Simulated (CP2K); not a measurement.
Worked example: self-consistent single point of Cl (P1, 4 atoms in the cell) in CP2K.

Method: PBEsol, GPW, DZVP-MOLOPT-SR-GTH basis, GTH-PBE potentials (GTH_POTENTIALS) in CP2K 2026.2.

```xyz
4
Lattice="3.8408 0.0000 0.0000 -1.2281 3.6392 0.0000 0.0000 0.0000 8.2600" Properties=species:S:1:pos:R:3 pbc="T T T"
Cl     2.2887     3.2031     7.4293
Cl     1.6243     2.2486     3.2852
Cl     1.0007     1.3763     4.9795
Cl     0.3118     0.4504     0.8260
```

Reference input (self-consistent single point, DFT PBE, GPW, DZVP-MOLOPT-SR-GTH basis, GTH-PBE potentials (GTH_POTENTIALS)): CUTOFF = 400 Ry; REL_CUTOFF = 50 Ry; SMEAR/METHOD = FERMI_DIRAC; ELECTRONIC_TEMPERATURE = 232.09 K; KPOINTS/SCHEME = MONKHORST-PACK 7 7 3; XC_FUNCTIONAL = PBE; Cl/BASIS_SET = DZVP-MOLOPT-SR-GTH; Cl/POTENTIAL = GTH-PBE-q7; METHOD = GPW; EPS_DEFAULT = 1e-10; NGRIDS = 4; SCF_GUESS = ATOMIC. This run's input differs from it in these lines:

```diff
@@ -43,3 +43,6 @@
     &XC
-      &XC_FUNCTIONAL PBE
+      &XC_FUNCTIONAL
+        &PBE
+          PARAMETRIZATION PBESOL
+        &END PBE
       &END XC_FUNCTIONAL
```

Output (repeated stretches shortened):

```
 SCF WAVEFUNCTION OPTIMIZATION

  Step     Update method      Time    Convergence         Total energy    Change
     1 NoMix/Diag. 0.20E+00      -     0.63404215       -59.8915893336 -5.99E+01
     2 Broy./Diag. 0.20E+00      -     0.00296180       -59.8682266824  2.34E-02
     3 Broy./Diag. 0.20E+00      -     0.01648138       -59.8173178778  5.09E-02
     4 Broy./Diag. 0.20E+00      -     0.00067461       -59.7751328487  4.22E-02
     5 Broy./Diag. 0.20E+00      -     0.00260969       -59.7466589138  2.85E-02
     6 Broy./Diag. 0.20E+00      -     0.00025940       -59.7167695369  2.99E-02
   [... 10 lines left out ...]
    17 Broy./Diag. 0.20E+00      -     0.00001206       -59.6949296513  1.06E-04
    18 Broy./Diag. 0.20E+00      -     0.00000253       -59.6948957268  3.39E-05
    19 Broy./Diag. 0.20E+00      -     0.00000213       -59.6949000608 -4.33E-06
    20 Broy./Diag. 0.20E+00      -     0.00000067       -59.6949045761 -4.52E-06
  *** SCF run converged in    20 steps ***

  Overlap energy of the core charge distribution:               0.00000000214676
  Self energy of the core charge distribution:               -134.85507118946373
  Core Hamiltonian energy:                                     30.77248848317401
  Hartree energy:                                              55.76889585151998
  Exchange-correlation energy:                                -11.38121772348622
  Electronic entropic energy:                                  -0.00000000000000
  Fermi energy:                                                 0.03034820653099

  Total energy:                                               -59.69490457610918
  Total energy (extrapolated to T->0):                        -59.69490457610918

   [... lines left out ...]

 STRESS| Analytical stress tensor [bar]
 STRESS|                        x                   y                   z
 STRESS|      x       -8.71764834775E+02  -9.08327660801E+02   3.08318797464E+03
 STRESS|      y       -9.08327660801E+02  -1.48532296405E+03   4.30466510406E+03
 STRESS|      z        3.08318797464E+03   4.30466510406E+03   5.14667234972E+03
 STRESS| 1/3 Trace                                             9.29861516965E+02
```

The run converged in 20 iterations. Against the reference run the pressure goes from 1.40 to 0.09 GPa, the largest force goes from 0.727 to 0.656 eV/Å and the gap on the mesh goes from 2.456 to 2.395 eV.

The starting cell has typed, rounded lattice constants, without a prior relaxation at this level. Its atoms were displaced at random from the sites of space group no. 64. Values carry the incompleteness of an atom-centred basis. The potentials were made for another functional than the one used.
